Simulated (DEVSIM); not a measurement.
System: abrupt InP p-n junction, at 300 K.

Layer 1 from the left is InP, thickness (μm) 0.530, Na (cm⁻³) 1.1e17, τn (s) 2.1e-8, τp (s) 2.1e-8. Layer 2 from the left is InP, thickness (μm) 280, Nd (cm⁻³) 1.3e14, τn (s) 2.1e-8, τp (s) 2.1e-8.

Left contact: ohmic. Right contact: ohmic. Voltage is applied to the left contact. Recombination: SRH at mid-gap, Auger. Mobility is μmin + (μ − μmin)/(1 + (N/Nref)^α).

This is a model device: material constants are rounded textbook-type values typed into the input, and sizes, dopings and lifetimes were drawn at random. Values at 300 K.

InP: gap (eV) 1.344, affinity (eV) 4.38, permittivity 12.5, Nc (cm⁻³) 5.7e17, Nv (cm⁻³) 1.1e19, μn (cm²/Vs) 5200, μp (cm²/Vs) 170, μn,min 400, μp,min 10, Nref,n 3e17, Nref,p 4.9e17, αn 0.47, αp 0.62, Cn (cm⁶/s) 9e-31, Cp (cm⁶/s) 9e-31.

DEVSIM, 1D drift-diffusion, Boltzmann statistics, complete ionisation; no tunnelling, impact ionisation, image-force lowering or self-heating.

Q: What does the simulation give for the potential step across the device at zero bias, the largest field in the device at zero bias?

A: potential step across the device at zero bias 1.008 V; largest field in the device at zero bias 18000 V/cm.
